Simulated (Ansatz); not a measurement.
Consider the following.

```
CELL_PARAMETERS angstrom
      2.97002     0.00000     0.00000
     -1.48501     2.57211     0.00000
      0.00000     0.00000     4.85283
ATOMIC_POSITIONS crystal
  Ga 0.66667 0.33333 0.00025
  Ga 0.33333 0.66667 0.50025
  N  0.66667 0.33333 0.62495
  N  0.33333 0.66667 0.12495
```

No spin polarisation.

Computed with PBEsol (Ansatz, a first-principles code, PAW, without spin-orbit coupling). Γ-centred 12×12×7 mesh, Fermi–Dirac width 0.05 eV.

Task: Predict the band gap and valence-band top at Γ.

Result: 
* **Band gap**: 3.19 eV
* **Valence-band top at Γ (three highest levels, from the VBM)**: 0.00, 0.00, -0.11 eV

Load acts through the strain it causes; cell and atoms are relaxed under it. Stability against distortions was not tested. Measured, GaN leaves this structure (for rock salt) near 47 GPa (temperature not stated; as listed in Datta, Sujoy, Jana, Debnarayan, arXiv (2020)), on rising pressure, with hysteresis. The cell was made from GaN in the wurtzite structure (space group P6_3mc, No. 186) by this change: pressure 60 GPa.
